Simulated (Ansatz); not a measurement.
The parent structure is MgH₂ in the rutile structure (space group P4_2/mnm, No. 136; a = 4.476 Å, c = 3.008 Å).

Calculations: PBEsol in Ansatz (plane waves to 420 eV, PAW, no spin-orbit coupling).

Base values:

```
Property              Result
-------------------  -------
Lattice parameter a  4.476 Å
```

Perturbation: a negative pressure, −1 GPa.

Q: What does the calculation give for the lattice parameter a after the change?

A: The lattice parameter a rises by 0.0375 Å (4.476 Å → 4.514 Å).

Load acts through the strain it causes; cell and atoms are relaxed under it. No phonon test of stability was made.

Ansatz is a quantum-chemistry and plane-wave program.
